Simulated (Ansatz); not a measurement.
Abridged Ansatz (a first-principles code) output:

```
Relaxation: its limit of steps is 60 (relax.max_steps)
Pseudopotential: W, paw, valence charge 14
Pseudopotential: S, paw, valence charge 6
Crystal: 6 atoms, lattice volume = 100.442 Å³
Basis set: ecut = 420 eV, 1947 PW (Γ), exchange–correlation on 48×48×160 points (8 copies of the dense FFT grid, shifted against one another)
Bands: 32, of which v1, the nominal top of the filled ones, is band 26 counted from 1 (25 counted from 0)
Symmetry: 24 space group operations
k-points: 38 of 432
Functional: x = pbesol(κ = 0.804, μ = 0.12345679012345678), c = pbesol(β = 0.046)
SCF iter   1: F=—  HF=-24060.558437 eV  |F-HF|=—  |Δ(HF+E_count)|=         —  Δρ=8.03e-3  dr2=8.09e-2  ethr=1.77e-3  ⟨swp⟩=6.2  Hψ=5706  notcnv=0
SCF iter   2: F=—  HF=-24060.549215 eV  |F-HF|=—  |Δ(HF+E_count)|=   9.22e-3  Δρ=3.35e-3  dr2=7.21e-3  ethr=1.56e-4  ⟨swp⟩=2.9  Hψ=2247  notcnv=0  defer=29
SCF 1 converged in 7 iterations: F = -24060.551043 eV  dr2 = 5.06e-9
relax step   1: F+E_penalty+E_count = -24060.55104322 eV  Δ(F+E_penalty+E_count) = +0.000e0 eV  max|allowed force component| = 1.074e-3 eV/Å  Δτ_max = 0.0000 Å  P = -0.992 GPa  Ω = 100.442 Å³  (7 SCF iters, dr2 threshold 1.00e-7 eV, accepted)
[... steps on the carried basis left out ...]
relax step   6: F+E_penalty+E_count = -24060.53280296 eV  Δ(F+E_penalty+E_count) = -3.379e-4 eV  max|allowed force component| = 2.030e-3 eV/Å  Δτ_max = 0.0000 Å  P = -2.010 GPa  Ω = 102.367 Å³  stress off target by 1.33e-2 GPa  SCF on the basis re-selected at this cell (its energy is not comparable with the rows above)  (6 SCF iters)
SCF converged after 6 iterations
Free energy (F): -24060.532803 eV
Internal energy: -24060.532799 eV  (E = F + TS)
E sigma→0 (E₀):  -24060.532801 eV
Entropy (-TS):   -0.000004 eV (-0.001 meV/atom)
Fermi energy:    12.712263 eV
  E_disp       = -2.407532  (pairwise vdW)
--- Forces (eV/Å), atoms counted from 1 ---
  atom   1  W     -0.00000000    -0.00000000    -0.00000000
  atom   2  W      0.00000000    -0.00000000     0.00000000
  atom   3  S      0.00000000     0.00000000     0.00203037
  atom   4  S      0.00000000    -0.00000000     0.00203037
  atom   5  S     -0.00000000     0.00000000    -0.00203037
  atom   6  S      0.00000000     0.00000000    -0.00203037
--- Stress (GPa, compression-positive) ---
       -2.008239      -0.000000      -0.000000
        0.000000      -2.008239       0.000000
       -0.000000       0.000000      -2.013330
  P = ⅓ Tr σ = -2.0099 GPa (-20.099 kbar)
--- Relaxed structure (5 steps of the walk, 4 accepted, 1 SCFs on fresh bases) ---
  cell:  # Å, volume = 102.3670 Å³
    - [3.13161559988058, -4.2118801949026753e-38, -1.0351116766992816e-33]
    - [-1.56580779994029, 2.712058664384226, -8.006616683401421e-35]
    - [-4.270202564164291e-33, -2.62781696256264e-33, 12.05292810833294]
  atoms:
    - { symbol: W, position: [0.33333333333333326, 0.6666666666666665, 0.24999999999999997] }
    - { symbol: W, position: [0.6666666666666666, 0.33333333333333326, 0.7499999999999999] }
    - { symbol: S, position: [0.33333333333333326, 0.6666666666666665, 0.6197395554573751] }
    - { symbol: S, position: [0.6666666666666666, 0.33333333333333326, 0.11973955545737527] }
    - { symbol: S, position: [0.6666666666666666, 0.33333333333333326, 0.3802604445426248] }
    - { symbol: S, position: [0.33333333333333326, 0.6666666666666665, 0.8802604445426244] }
```

What was computed, and what are the main results?

WS2, 6 atoms in the cell, with PBEsol-D3(BJ), PAW, 420 eV (Ansatz; scalar-relativistic without spin-orbit coupling), from a series relaxed to a target (pressure −2 GPa). The last SCF converged to F = -24060.532803 eV, or -4010.0888 eV per atom, at a pressure of -2.01 GPa. The total energy compares only with runs of the same code, potentials and settings.

With W present, leaving out spin-orbit coupling can change the band edges. Load acts through the strain it causes; cell and atoms are relaxed under it. No phonon test of stability was made. The cell was made from WS₂ in the 2H-MoS2 type structure (space group P6_3/mmc, No. 194; layered, stacked along the Cartesian z axis) by this change: pressure −2 GPa.

Keys are those of Ansatz 0.2.
